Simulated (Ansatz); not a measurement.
AlPO4, treated with LDA (Ansatz, a quantum-chemistry and plane-wave program, PAW).

Settings: plane-wave cutoff 520 eV, 12×12×12 k mesh, Fermi–Dirac smearing 0.03 eV, scalar-relativistic PAW data made under PBE.

Starting structure:

```
AlO4P
1.0
   -2.51036     2.51036     3.68908
    2.51036    -2.51036     3.68908
    2.51036     2.51036    -3.68908
Al P O
1 1 4
Direct
  0.00000   0.00000   0.00000
  0.75000   0.25000   0.50000
  0.96198   0.59811   0.82493
  0.40189   0.22682   0.36387
  0.77318   0.13705   0.17507
  0.86295   0.03802   0.63613
```

**Question.** Into what structure does the relaxation of cell and atoms lead at this level, with the symmetry of the start kept?

**Answer.** The volume shrinks by 2.3 %; final space group I-4.
```
AlO4P
1.0
   -2.48680     2.48680     3.67355
    2.48680    -2.48680     3.67355
    2.48680     2.48680    -3.67355
Al P O
1 1 4
Cartesian
  0.00000   0.00000   0.00000
  0.00000   2.48680   1.83678
  1.14821   2.98969   2.70370
  0.50289   1.33859   0.96985
 -1.14821   1.98391   2.70370
 -0.50289   3.63501   0.96985
```

Note: the relaxation could not lower the start's symmetry, so the cell can be a saddle point above a distorted one.
